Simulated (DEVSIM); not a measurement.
Structure: illuminated Si p-on-n cell, one wavelength, with a back-surface field, at 250 K.

| layer (left to right) | material | thickness (μm) | Nd (cm⁻³) | Na (cm⁻³) | τn (s) | τp (s) | absorption coefficient (cm⁻¹) |
|---|---|---|---|---|---|---|---|
| 1 | Si | 0.420 | - | 1.5e18 | 2e-6 | 2.2e-6 | 6400 |
| 2 | Si | 81.0 | 5.1e16 | - | 3.1e-5 | 3.1e-5 | 6400 |
| 3 | Si | 0.520 | 1.3e18 | - | 3.1e-5 | 3.1e-5 | 6400 |

Left contact: ohmic, minority electron recombination velocity 4e6 cm/s. Right contact: ohmic, minority hole recombination velocity 9000 cm/s. Voltage is applied to the left contact. Recombination: SRH at mid-gap, radiative, Auger. Light enters at the left, 1.3e18 photons cm⁻² s⁻¹, one pass, no reflection. Mobility is constant in doping. Where it depends on doping, it is μmin + (μ − μmin)/(1 + (N/Nref)^α).

This is a model device: material constants are rounded textbook-type values typed into the input, and sizes, dopings and lifetimes were drawn at random. Values at 300 K; Nc and Nv go as T^1.5, mobilities as T to minus their exponent, the gap by Varshni's rule with the affinity fixed. The table also holds parameters that only a changed run uses.

| parameter | Si |
|---|---|
| gap (eV) | 1.124 |
| affinity (eV) | 4.05 |
| permittivity | 11.7 |
| Nc (cm⁻³) | 2.86e19 |
| Nv (cm⁻³) | 3.1e19 |
| μn (cm²/Vs) | 1417 |
| μp (cm²/Vs) | 470 |
| μn,min | 52 |
| μp,min | 45 |
| Nref,n | 9.7e16 |
| Nref,p | 2.2e17 |
| αn | 0.68 |
| αp | 0.72 |
| T exponent of μn | 2.3 |
| T exponent of μp | 2.2 |
| B (cm³/s) | 4.7e-15 |
| Cn (cm⁶/s) | 2.8e-31 |
| Cp (cm⁶/s) | 9.9e-32 |
| Varshni α (eV/K) | 0.000473 |
| Varshni β (K) | 636 |

Model (solved in DEVSIM): 1D drift-diffusion, Boltzmann statistics, complete ionisation; no tunnelling, impact ionisation, image-force lowering or self-heating.

Base results: short-circuit current (mA/cm²) 188; fill factor 0.87; largest power (mW/cm²) 117; dark forward voltage at 1 A/cm² (V) 0.756.

Problem. What follows from this one change: recombination velocity at the left contact 4e+06 → 10000 cm/s?

Solution. short-circuit current 188 → 207 mA/cm²; fill factor 0.87 → 0.88; largest power 117 → 145 mW/cm²; dark forward voltage at 1 A/cm² 0.756 → 0.833 V.

Problem. What follows from this one change: doping-dependent mobility in place of the constant one?

Solution. short-circuit current 188 → 183 mA/cm²; fill factor little changed (0.87); largest power 117 → 120 mW/cm²; dark forward voltage at 1 A/cm² 0.756 → 0.790 V.
